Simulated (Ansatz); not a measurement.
An Ansatz (a quantum-chemistry and plane-wave program) run: LiNbO3 with a change (uniaxial strain ε_xx = −0.35 %); Ansatz r2SCAN, no SOC.

Input:

Ansatz 0.2 input:
```yaml
crystal:
  lattice:
    - [2.5597497911, 1.4830629513, 4.6282459474]
    - [-2.5597497911, 1.4830629513, 4.6282459474]
    - [0, -2.9661259025, 4.6282459474]
  atoms:
    - { symbol: Li, position: [0.7021754588, 0.7021754588, 0.7021754588] }
    - { symbol: Li, position: [0.2021754588, 0.2021754588, 0.2021754588] }
    - { symbol: Nb, position: [0.9841762015, 0.9841762015, 0.9841762015] }
    - { symbol: Nb, position: [0.4841762015, 0.4841762015, 0.4841762015] }
    - { symbol: O, position: [0.6223093412, 0.876360214, 0.2646887845] }
    - { symbol: O, position: [0.876360214, 0.2646887845, 0.6223093412] }
    - { symbol: O, position: [0.2646887845, 0.6223093412, 0.876360214] }
    - { symbol: O, position: [0.7646887845, 0.376360214, 0.1223093412] }
    - { symbol: O, position: [0.376360214, 0.1223093412, 0.7646887845] }
    - { symbol: O, position: [0.1223093412, 0.7646887845, 0.376360214] }
basis: { ecutwfc: 500, ecutrho_ratio: 4, xc_grid: 4, fft_grid_basis: typed }
kpoints: { mp_grid: { grid: [8, 8, 8] } }
hamiltonian:
  xc: r2scan
  dispersion: none
  pseudopotentials: { kind: paw }
scf: { occupations: { method: fermi_dirac, width: 0.05 }, convergence: { dr2_threshold: 0.000000001 } }
relax: { f_tol: 0.005, max_steps: 50 }
output: { forces: true, stress: true }
checkpoint: { write: state.ck, write_every: 1000 }
```

Output (explanatory and most iteration lines left out):

```
Relaxation: its limit of steps is 50 (relax.max_steps)
Pseudopotential: Li, paw, valence charge 3
Pseudopotential: Nb, paw, valence charge 13
Pseudopotential: O, paw, valence charge 6
Crystal: 10 atoms, lattice volume = 105.420 Å³
Basis set: ecut = 500 eV, 2665 PW (Γ), exchange–correlation on 180×180×180 points (64 copies of the dense FFT grid, shifted against one another)
Bands: 44, of which v1, the nominal top of the filled ones, is band 34 counted from 1 (33 counted from 0)
Symmetry: 2 space group operations
Space group: Cc (ITA 9), of the structure as read, at distance tolerance 4.7e-5 Å
k-points: 150 of 512 (time reversal used)
Functional: x = r2scan, c = r2scan; τ floored in thin density (d = 2e-4 eV/Å³)
SCF iter   1: F=—  HF=-12961.352144 eV  |F-HF|=—  |Δ(HF+E_count)|=         —  Δρ=1.66e-2  dr2=4.10e-1  dr2_τ=5.92e-1  ethr=1.77e-3  ⟨swp⟩=6.5  Hψ=26476  notcnv=0  defer=7
SCF iter   2: F=—  HF=-12961.393381 eV  |F-HF|=—  |Δ(HF+E_count)|=   4.12e-2  Δρ=7.47e-3  dr2=1.97e-2  dr2_τ=2.36e-2  ethr=6.03e-4  ⟨swp⟩=2.4  Hψ=11925  notcnv=0  defer=597
SCF 1 converged in 9 iterations: F = -12961.392141 eV  dr2 = 4.73e-10
relax step   1: F+E_penalty+E_count = -12961.39214135 eV  Δ(F+E_penalty+E_count) = +0.000e0 eV  max|allowed force component| = 8.308e-2 eV/Å  Δτ_max = 0.0000 Å  (9 SCF iters, accepted)
Crystal: 10 atoms, lattice volume = 105.420 Å³
SCF iter   1: F=—  HF=-12961.392467 eV  |F-HF|=—  |Δ(HF+E_count)|=         —  Δρ=3.81e-4  dr2=1.49e-4  dr2_τ=2.73e-3  ethr=2.01e-7  ⟨swp⟩=2.0  Hψ=18995  notcnv=0  defer=600
SCF iter   2: F=—  HF=-12961.392576 eV  |F-HF|=—  |Δ(HF+E_count)|=   1.09e-4  Δρ=2.28e-4  dr2=4.71e-5  dr2_τ=4.31e-6  ethr=2.01e-7  ⟨swp⟩=2.0  Hψ=9632  notcnv=0  defer=600
SCF 2 converged in 8 iterations: F = -12961.392755 eV  dr2 = 6.25e-10
relax step   2: F+E_penalty+E_count = -12961.39275500 eV  Δ(F+E_penalty+E_count) = -6.137e-4 eV  max|allowed force component| = 3.430e-2 eV/Å  Δτ_max = 0.0032 Å  (8 SCF iters, accepted)
Crystal: 10 atoms, lattice volume = 105.420 Å³
SCF iter   1: F=—  HF=-12961.392660 eV  |F-HF|=—  |Δ(HF+E_count)|=         —  Δρ=2.10e-4  dr2=5.05e-5  dr2_τ=7.10e-4  ethr=5.61e-7  ⟨swp⟩=2.0  Hψ=12600  notcnv=0  defer=600
SCF iter   2: F=—  HF=-12961.392678 eV  |F-HF|=—  |Δ(HF+E_count)|=   1.79e-5  Δρ=1.21e-4  dr2=1.44e-5  dr2_τ=1.37e-6  ethr=7.43e-8  ⟨swp⟩=2.0  Hψ=11400  notcnv=0  defer=600
SCF 3 converged in 8 iterations: F = -12961.392861 eV  dr2 = 3.71e-11
relax step   3: F+E_penalty+E_count = -12961.39286105 eV  Δ(F+E_penalty+E_count) = -1.060e-4 eV  max|allowed force component| = 1.438e-2 eV/Å  Δτ_max = 0.0021 Å  (8 SCF iters, accepted)
Crystal: 10 atoms, lattice volume = 105.420 Å³
SCF iter   1: F=—  HF=-12961.392668 eV  |F-HF|=—  |Δ(HF+E_count)|=         —  Δρ=1.06e-4  dr2=5.52e-6  dr2_τ=1.19e-4  ethr=9.60e-8  ⟨swp⟩=2.0  Hψ=13389  notcnv=0  defer=600
SCF iter   2: F=—  HF=-12961.392884 eV  |F-HF|=—  |Δ(HF+E_count)|=   2.16e-4  Δρ=6.32e-5  dr2=1.47e-6  dr2_τ=3.05e-7  ethr=8.12e-9  ⟨swp⟩=2.0  Hψ=12895  notcnv=0  defer=600
SCF 4 converged in 6 iterations: F = -12961.392884 eV  dr2 = 2.16e-10
relax step   4: F+E_penalty+E_count = -12961.39288432 eV  Δ(F+E_penalty+E_count) = -2.327e-5 eV  max|allowed force component| = 1.130e-2 eV/Å  Δτ_max = 0.0007 Å  (6 SCF iters, accepted)
Crystal: 10 atoms, lattice volume = 105.420 Å³
SCF iter   1: F=—  HF=-12961.392655 eV  |F-HF|=—  |Δ(HF+E_count)|=         —  Δρ=1.56e-4  dr2=1.65e-5  dr2_τ=2.87e-4  ethr=1.88e-7  ⟨swp⟩=2.0  Hψ=13436  notcnv=0  defer=600
SCF iter   2: F=—  HF=-12961.392720 eV  |F-HF|=—  |Δ(HF+E_count)|=   6.43e-5  Δρ=9.36e-5  dr2=4.45e-6  dr2_τ=6.63e-7  ethr=2.43e-8  ⟨swp⟩=2.0  Hψ=12900  notcnv=0  defer=600
SCF 5 converged in 6 iterations: F = -12961.392905 eV  dr2 = 2.54e-10
relax step   5: F+E_penalty+E_count = -12961.39290512 eV  Δ(F+E_penalty+E_count) = -2.080e-5 eV  max|allowed force component| = 2.969e-3 eV/Å  Δτ_max = 0.0010 Å  (6 SCF iters, accepted)
[...]
SCF iter   2: F=-12961.392905 eV  HF=-12961.392905 eV  |F-HF|=3.46e-11  |Δ(HF+E_count)|=  7.09e-11  Δρ=3.51e-7  dr2=9.91e-11  dr2_τ=8.44e-12  ethr=1.00e-12  ⟨swp⟩=3.0  Hψ=15756  notcnv=0
SCF 6 converged in 2 iterations: F = -12961.392905 eV  dr2 = 9.91e-11
SCF converged after 2 iterations
Free energy (F): -12961.392905 eV
Internal energy: -12961.392905 eV  (E = F + TS)
E sigma→0 (E₀):  -12961.392905 eV
Fermi energy:    8.965522 eV
--- Forces (eV/Å), atoms counted from 1 ---
  atom   1  Li     0.00104743    -0.00297074     0.00068862
  atom   2  Li    -0.00104743    -0.00297074     0.00068862
  atom   3  Nb     0.00029010    -0.00065701    -0.00016233
  atom   4  Nb    -0.00029010    -0.00065701    -0.00016233
  atom   5  O     -0.00091730     0.00246580     0.00041365
  atom   6  O     -0.00159680     0.00113233     0.00010647
  atom   7  O     -0.00214830     0.00002951    -0.00104279
  atom   8  O      0.00159680     0.00113233     0.00010647
  atom   9  O      0.00091730     0.00246580     0.00041365
  atom  10  O      0.00214830     0.00002951    -0.00104279
--- Stress (GPa, compression-positive) ---
        0.741870      -0.000000      -0.000000
       -0.000000       0.216503       0.030845
       -0.000000       0.030850       0.257200
  P = ⅓ Tr σ = 0.4052 GPa (4.052 kbar)
--- Relaxed structure (5 steps of the walk, 5 accepted, 0 SCFs on fresh bases) ---
  atoms:
    - { symbol: Li, position: [0.702315827305071, 0.7020275415826284, 0.7017247006220746] }
    - { symbol: Li, position: [0.20202754158262848, 0.20231582730507106, 0.2017247006220746] }
    - { symbol: Nb, position: [0.9835948839410522, 0.9842379017131982, 0.9848336675153345] }
    - { symbol: Nb, position: [0.48423790171319814, 0.4835948839410522, 0.48483366751533447] }
    - { symbol: O, position: [0.6214309183408053, 0.8771751498465711, 0.2646563606379859] }
    - { symbol: O, position: [0.8770659978081197, 0.2649706047615304, 0.6216744745609003] }
    - { symbol: O, position: [0.2652164186041515, 0.6213847560968726, 0.8768207966637054] }
    - { symbol: O, position: [0.7649706047615306, 0.3770659978081199, 0.12167447456090036] }
    - { symbol: O, position: [0.37717514984657097, 0.12143091834080505, 0.7646563606379857] }
    - { symbol: O, position: [0.12138475609687255, 0.7652164186041515, 0.37682079666370527] }
```

Whether these cells are dynamically stable was not tested. The cell was made from LiNbO3 (space group R3c, No. 161) by this change: uniaxial strain ε_xx = −0.35 %.
